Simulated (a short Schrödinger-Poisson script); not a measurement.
# Gated Al0.4Ga0.6N/GaN polarisation-induced gas

Stack: gated Al0.4Ga0.6N/GaN polarisation-induced gas, at 300 K.

```csv
layer,material,thickness (nm),Na (cm⁻³)
1,Al0.4Ga0.6N,10,-
2,GaN,6000,1e14
```

Constants are typed, rounded textbook-type inputs, not results; the design itself was drawn at random and stands for no fabricated device. Al0.4Ga0.6N: permittivity 9.26, conduction-band edge (eV) 0.58, gap (eV) 4.258, electron mass (mₑ) 0.248, Nv at 300 K (cm⁻³) 4.6e19. GaN: permittivity 9.5, conduction-band edge (eV) 0, gap (eV) 3.43, Nv at 300 K (cm⁻³) 4.6e19.

Channel valleys (confinement mass, in-plane density-of-states mass, number): Γ 0.2, 0.2, 1. At the gate the conduction-band edge of layer 1 lies 1.26 eV − eVg above the Fermi level of the channel; the field vanishes at the back. Sheet of polarisation charge: +2e13 e/cm² at 10 nm from the gate. The barrier under the gate holds no holes. Gaps are held at their typed values at every temperature. Mesh 0.08 nm at interfaces.

Solved with a short Schrödinger-Poisson script written for these runs: 1D Poisson equation in equilibrium, electrons quantum, Hartree (BenDaniel-Duke, 40 states a valley, the channel's in-plane mass for all, wave functions free to enter the barrier), parabolic valleys, classical holes, full ionisation, no traps, pinning or gate leakage.

| Vg (V) | electrons (cm⁻²) | in the channel layer | C (μF/cm²) | Γ E0 (meV) | Γ E1 (meV) |
|---|---|---|---|---|---|
| 0.5 | 1.65e13 | 1.52e13 | 0.758 | -168.8 | -6.8 |
| 0 | 1.41e13 | 1.33e13 | 0.749 | -145.5 | 1.1 |
| -0.5 | 1.18e13 | 1.12e13 | 0.741 | -121.8 | 9.1 |
| -1 | 9.53e12 | 9.16e12 | 0.732 | -97.6 | 17.2 |
| -1.5 | 7.26e12 | 7.06e12 | 0.720 | -72.7 | 25.7 |
| -2 | 5.04e12 | 4.94e12 | 0.704 | -46.5 | 35.0 |
| -2.5 | 2.88e12 | 2.85e12 | 0.673 | -16.2 | 46.4 |
| -3 | 9.00e11 | 8.97e11 | 0.572 | 30.6 | 68.8 |
| -3.5 | 9.52e7 | 9.52e7 | < 0.003 | 295.5 | 305.7 |

Gate voltages with under 1e6 electrons/cm² are left out.

Subbands count from the Fermi level.
